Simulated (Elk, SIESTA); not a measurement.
An Elk input for a self-consistent single point of MoPd (R-3m, 2 atoms in the cell) (DFT, LDA (PW92), all-electron FP-LAPW, Elk's shipped species files, APW+lo basis with extra local orbitals):

```
tasks
  0

xctype
  3

rgkmax
  7.5

gmaxvr
  16.0

nxlo
  2

lorbcnd
  .true.

rmtscf
  0.95

lmaxi
  3

stype
  0

swidth
  0.00183747

avec
    2.6223162818    1.5139955176    8.7773431245
   -2.6223162818    1.5139955176    8.7773431245
    0.0000000000   -3.0279895160    8.7773433866

atoms
  2   : nspecies
  'Mo.in'   : spfname
  1   : natoms; atposl, bfcmt below
  0.0000000000  0.0000000000  0.0000000000    0.0 0.0 0.0
  'Pd.in'   : spfname
  1   : natoms; atposl, bfcmt below
  0.5000000000  0.5000000000  0.5000000000    0.0 0.0 0.0

ngridk
  14 14 14
```

**Question.** Give the SIESTA input for the same structure, mesh, smearing and functional.

**Answer.** This is the input that was run; spellings and numerical settings could be chosen otherwise.

```
# files in the folder: Mo.psml Pd.psml (PseudoDojo LDA standard)
SystemName  MoPd
SystemLabel siesta

NumberOfAtoms                2
NumberOfSpecies              2
%block ChemicalSpeciesLabel
  1 42 Mo
  2 46 Pd
%endblock ChemicalSpeciesLabel
LatticeConstant              1.0 Bohr
%block LatticeVectors
     2.622316251    1.513995659    8.777343212
    -2.622316251    1.513995659    8.777343212
     0.000000000   -3.027989428    8.777343212
%endblock LatticeVectors
AtomicCoordinatesFormat      ScaledCartesian
%block AtomicCoordinatesAndAtomicSpecies
     0.000000000    0.000000000    0.000000000  1
     0.000000000    0.000000945   13.166014818  2
%endblock AtomicCoordinatesAndAtomicSpecies

XC.functional                LDA
XC.authors                   PW92
PAO.BasisSize                DZP
PAO.EnergyShift              0.01 Ry
MeshCutoff                   350 Ry
%block kgrid.MonkhorstPack
   14   0   0  0.0
    0  14   0  0.0
    0   0  14  0.0
%endblock kgrid.MonkhorstPack
OccupationFunction           MP
OccupationMPOrder            0
ElectronicTemperature        580.23 K

MaxSCFIterations             150
SCF.Mixer.Method             Pulay
SCF.Mixer.Weight             0.1
SCF.Mixer.History            8
SCF.DM.Tolerance             1.0E-04
Diag.ParallelOverK           true
WriteForces                  true
```

Basis, cutoffs, solver keys and any potentials are the target program's own. This input uses DFT, LDA PW92, numerical atomic orbitals DZP, PseudoDojo LDA standard norm-conserving potentials (rewritten from UPF to PSML). LDA parametrisations can differ slightly between programs.

The starting cell comes from a database of computed structures (which also holds hypothetical and non-ambient phases and stackings), without a prior relaxation at this level.
